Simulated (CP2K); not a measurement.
A self-consistent single point of PNO (P1, 6 atoms in the cell) with CP2K.

Computed with LDA (Pade form), GPW, DZVP-MOLOPT-SR-GTH basis, GTH-PADE potentials (GTH_POTENTIALS) in CP2K.

The change in words: atoms moved at random. Reference geometry:
```yaml
crystal:
  lattice:
    - [4.78704, 0.00000, 0.00000]
    - [0.33733, 4.77514, 0.00000]
    - [-2.40342, -2.55795, 3.25518]
  atoms:
    - { symbol: P, position: [0.61083, 0.86083, 0.75000] }
    - { symbol: P, position: [0.88917, 0.63917, 0.25000] }
    - { symbol: N, position: [0.75000, 0.89204, 0.14204] }
    - { symbol: N, position: [0.25000, 0.60796, 0.35796] }
    - { symbol: O, position: [0.87288, 0.75000, 0.62288] }
    - { symbol: O, position: [0.62712, 0.25000, 0.87712] }
```

Reference input (self-consistent single point, DFT LDA (Pade form), GPW, DZVP-MOLOPT-SR-GTH basis, GTH-PADE potentials (GTH_POTENTIALS)): CUTOFF = 450 Ry; REL_CUTOFF = 50 Ry; KPOINTS/SCHEME = MONKHORST-PACK 5 5 5; XC_FUNCTIONAL = PADE; P/BASIS_SET = DZVP-MOLOPT-SR-GTH-q5; P/POTENTIAL = GTH-PADE-q5; N/BASIS_SET = DZVP-MOLOPT-SR-GTH-q5; N/POTENTIAL = GTH-PADE-q5; O/BASIS_SET = DZVP-MOLOPT-SR-GTH-q6; O/POTENTIAL = GTH-PADE-q6; METHOD = GPW; EPS_DEFAULT = 1e-10. This run's input differs from it in these lines:

```diff
@@ -63,8 +63,8 @@
     &COORD
-      P        1.41189059     2.19212288     2.44138875
-      P        3.87125241     2.41263962     0.81379625
-      N        3.54981514     3.89628570     0.46236648
-      N        0.54151786     1.98745130     1.16522602
-      O        2.93447073     1.98806048     2.02758963
-      O        0.97829427    -1.04984298     2.85518787
+      P        1.43546867     2.18641346     2.46088080
+      P        3.87052661     2.38843656     0.78793706
+      N        3.49447215     3.89266917     0.40665724
+      N        0.55893131     2.06321075     1.17810028
+      O        2.92271341     1.91610996     2.07778784
+      O        1.00513126    -1.02012033     2.85418853
     &END COORD
```

Log, with long lists cut:

```
 SCF WAVEFUNCTION OPTIMIZATION

  Step     Update method      Time    Convergence         Total energy    Change
     1 NoMix/Diag. 0.40E+00      -     1.16517043       -65.9292316200 -6.59E+01
     2 Broy./Diag. 0.40E+00      -     0.35685339       -61.8734679503  4.06E+00
     3 Broy./Diag. 0.40E+00      -     0.03889279       -65.3939587900 -3.52E+00
     4 Broy./Diag. 0.40E+00      -     0.01690905       -65.3448170293  4.91E-02
     5 Broy./Diag. 0.40E+00      -     0.00140459       -65.2878832707  5.69E-02
     6 Broy./Diag. 0.40E+00      -     0.00062220       -65.2906345592 -2.75E-03
     7 Broy./Diag. 0.40E+00      -     0.00023908       -65.2916958151 -1.06E-03
     8 Broy./Diag. 0.40E+00      -     0.00006895       -65.2916853301  1.05E-05
     9 Broy./Diag. 0.40E+00      -     0.00000745       -65.2920730911 -3.88E-04
    10 Broy./Diag. 0.40E+00      -     0.00000530       -65.2920349207  3.82E-05
    11 Broy./Diag. 0.40E+00      -     0.00000059       -65.2920120874  2.28E-05
  *** SCF run converged in    11 steps ***

  Overlap energy of the core charge distribution:               0.00000066639656
  Self energy of the core charge distribution:               -163.60068353943089
  Core Hamiltonian energy:                                     46.21246335125439
  Hartree energy:                                              67.77449298092199
  Exchange-correlation energy:                                -15.67828554650336

  Total energy:                                               -65.29201208736131

 ENERGY| Total FORCE_EVAL ( QS ) energy [hartree]            -65.292015387908208

 FORCES| Atomic forces [hartree/bohr]
 FORCES|   Atom     x               y               z               |f|
 FORCES|      1 -1.56522003E-02  1.22948501E-02 -2.74822829E-02   3.39327362E-02
   [... lines left out ...]

 STRESS| Analytical stress tensor [bar]
 STRESS|                        x                   y                   z
 STRESS|      x        5.37858230962E+02   2.23962957420E+04   9.58063541100E+03
 STRESS|      y        2.23962957420E+04  -4.21484108863E+03   3.10260371974E+04
 STRESS|      z        9.58063541100E+03   3.10260371974E+04   5.12286139829E+04
 STRESS| 1/3 Trace                                             1.58505437084E+04
```

The run converged in 11 iterations. Against the reference run the free energy rises by 38.5 meV/atom, the pressure goes from 0.64 to 1.59 GPa, the largest force goes from 0.313 to 3.200 eV/Å and the gap on the mesh goes from 5.206 to 4.904 eV.

The starting cell comes from a database of computed structures (which also holds hypothetical and non-ambient phases and stackings), without a prior relaxation at this level. For this run, on top of that: atoms moved at random. Values carry the incompleteness of an atom-centred basis. Forces in this geometry exceed 1 eV/Å.
